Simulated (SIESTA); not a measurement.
## A short convergence ladder for ZrSc (P3m1, 2 atoms in the cell)

```xyz
2
Lattice="3.2993 0.0000 0.0000 -1.6496 2.8572 0.0000 0.0000 0.0000 5.1808" Properties=species:S:1:pos:R:3 pbc="T T T"
Zr     1.6496     0.9524     0.0500
Sc     0.0000     0.0000     2.5904
```

Base method: SIESTA with LDA PW92, numerical atomic orbitals DZP, PseudoDojo LDA standard norm-conserving potentials (rewritten from UPF to PSML).

Base settings: XC.functional = LDA; XC.authors = PW92; potentials = PseudoDojo LDA standard; PAO.BasisSize = DZP; PAO.EnergyShift = 0.01 Ry; MeshCutoff = 350 Ry; kgrid.MonkhorstPack = 4 4 3; OccupationFunction = FD; ElectronicTemperature = 0.1 eV; MaxSCFIterations = 150.

**The setting basis size**

Level: DFT, LDA PW92, numerical atomic orbitals TZDP, PseudoDojo LDA standard norm-conserving potentials (rewritten from UPF to PSML).

Moved along: PAO.BasisSize.

The second cell is the first with its lattice scaled by 0.98.

The mesh stays at the base's, so the ladder's end is converged at best in this setting alone.

The sets are ordered by size and need not be nested.

Only quantities that move along the ladder and can be compared are tabulated.

```csv
basis (functions),energy of the compressed cell less the first (meV/atom),pressure (GPa),largest difference of a force vector from the last step's (eV/Å)
SZ (20),-162.28,-19.45,0.195
SZP (26),-39.24,-6.42,0.004
DZ (32),-129.03,-16.65,0.018
DZP (38),-58.30,-8.44,0.012
TZP (50),-59.58,-8.64,0.012
TZDP (56),-57.09,-8.42,0.000
```

Coarsest basis (functions) that holds the forces within 0.02 eV/Å: not settled: the last two steps still differ by 0.012 eV/Å, over half the tolerance, so the ladder does not show it.

Coarsest basis (functions) that holds the energy of the compressed cell less the first within 2 meV/atom: not settled: the last two steps still differ by 2.5 meV/atom, over half the tolerance, so the ladder does not show it.

Coarsest basis (functions) that holds the pressure within 0.5 GPa of the last step, with all finer ones: DZP (38); the step before is off by 8.2 GPa.

On the base run: the starting cell comes from a database of computed structures (which also holds hypothetical and non-ambient phases and stackings), without a prior relaxation at this level. Its lattice was rescaled by up to half a per cent. One atom was moved a little off its site on purpose. Values carry the incompleteness of an atom-centred basis. In the base run, with a pressure of about -8 GPa the cell is away from its equilibrium volume at this level. Without a gap this mesh is coarse (it stands for a supercell whose shortest vector is 13 Å).
